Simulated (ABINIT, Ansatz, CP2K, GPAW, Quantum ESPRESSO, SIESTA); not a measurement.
## K (Im-3m, 1 atom in the cell) computed with different codes at matched settings

Self-consistent single point.

```
CELL_PARAMETERS angstrom
     -2.67058     2.67058     2.67058
      2.67058    -2.67058     2.67058
      2.67058     2.67058    -2.67058
ATOMIC_POSITIONS crystal
  K  0.00000 0.00000 0.00000
```

All programs got the same cell, k-point mesh and kind of occupations (in Ansatz's words: kpoints.mp_grid.grid = 12 12 12; scf.occupations.method = gaussian; scf.occupations.width = 0.1 eV); potentials, basis and cutoffs are each program's usual ones.

| code | model | pressure (GPa) | k-points | cutoff |
|---|---|---|---|---|
| CP2K | PBE, GPW, DZVP-MOLOPT-SR-GTH basis, GTH-PBE potentials (GTH_POTENTIALS) | 0.03 | 1728 | grid 500 Ry |
| ABINIT | PBE, norm-conserving pseudopotentials (PseudoDojo nc-sr-05 PBE standard) | -0.11 | 72 | 37 Ha |
| Quantum ESPRESSO | PBE, PseudoDojo standard norm-conserving (PBE) pseudopotentials | -0.11 | 72 | 75 Ry |
| GPAW | PBE, GPAW PAW datasets PBE (gpaw-data 1.0.1) | -0.14 | 72 | 550 eV |
| SIESTA | GGA PBE, numerical atomic orbitals DZP, PseudoDojo PBE standard norm-conserving potentials (rewritten from UPF to PSML) | 0.02 | 948 | grid 300 Ry |
| Ansatz | PBE, default PAW files | -0.11 | 72 | default |

The spread over the programs that give each value: pressure within 0.17 GPa.

The starting cell comes from a database of computed structures (which also holds hypothetical and non-ambient phases and stackings), without a prior relaxation at this level. Its lattice was rescaled by a random factor within 2.5 % of one.

### Question
Why do the programs differ, and what cannot be compared?

### Answer
Differences of this kind can come from the potentials, where these differ, and from what each basis and cutoff leave unconverged. The zero of total energies and Fermi levels follows the potentials and each program's conventions, so they are not compared here. CP2K and SIESTA use small atom-centred bases, whose incompleteness enters pressures, forces and empty levels differently from a plane-wave cutoff. Ansatz's pressure is given at a fixed set of plane waves, as the other plane-wave codes print theirs. The programs reduce the same mesh by symmetry to different extents, which changes the work and not the result.

Left out of this page: Elk and FLEUR (not drawn, or without a comparable value).

Ansatz is a program for electronic structure.

Keys are those of Ansatz 0.2.
